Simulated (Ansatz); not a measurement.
A computed series for HfN: response to strain

The parent structure is HfN in the rock salt structure (space group Fm-3m, No. 225; relaxed with 0.1 eV smearing).

```xyz
2
Lattice="0.0000 2.2631 2.2631 2.2631 0.0000 2.2631 2.2631 2.2631 0.0000" Properties=species:S:1:pos:R:3 pbc="T T T"
N      0.0000     0.0000     0.0000
Hf     2.2631     2.2631     2.2631
```

Cartesian axes are those of the cell as printed.

Strains are applied to the cell and any free atomic positions relax; under stress the whole cell relaxes.

Calculations: plane-wave PAW DFT at the r2SCAN level (Ansatz, a program for electronic structure, 500 eV), no spin-orbit coupling, earlier PAW set.

Notes on the quantities. energy relative to the base: free energy F.

```tsv
case	energy relative to the base	shortest interatomic distance	space group
base	0 meV/atom	2.263 Å	Fm-3m (No. 225)
isotropic strain +0.90 %	+7.2 meV/atom	2.283 Å	Fm-3m (No. 225)
uniaxial strain ε_yy = −4.11 %	+44 meV/atom	2.170 Å	I4/mmm (No. 139)
uniaxial stress, 3 GPa tension along x	+0.6 meV/atom	2.261 Å	I4/mmm (No. 139)
uniaxial stress, 5 GPa compression along z	[?]	[?]	I4/mmm (No. 139)
tensor shear ε_yz = +3.47 %	+23 meV/atom	2.263 Å	Immm (No. 71)
```

Task: Some entries are withheld; estimate them.

Result: 
- uniaxial stress, 5 GPa compression along z, energy relative to the base: +1.5 meV/atom
- uniaxial stress, 5 GPa compression along z, shortest interatomic distance: 2.244 Å

Stability under load was not tested beyond the relaxation. The final runs are not spin-polarised. An odd electron count without spin: HfN.
